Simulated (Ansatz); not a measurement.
**What isotropic strain −1.50 % does to Cu3SbS4**

Take Cu₃SbS₄ (space group I-42m, No. 121; a = 5.340 Å, c = 10.635 Å) as the base.

Perturbation: an isotropic linear strain of −1.50 %, atoms relaxed at fixed cell.

Method: PBEsol in Ansatz (plane waves to 420 eV, PAW, without spin-orbit coupling). Settings: 12×12×12 k-points, 0.05 eV Fermi–Dirac smearing.

The space group remains I-42m (No. 121) and the shortest interatomic distance decreases by 0.034 Å to 2.226 Å. The energy increases by 10 meV/atom and the pressure (mean of the normal stresses, compression positive) goes from zero to 4.1 GPa. The band gap stays zero.

Spin-orbit coupling, missing from the scalar runs, can matter with Sb. Whether these cells are dynamically stable was not tested. All final runs are without spin polarisation. A zero or small gap of Cu3SbS4 can be the functional's error rather than a property of the material.

Ansatz is an electronic-structure program.
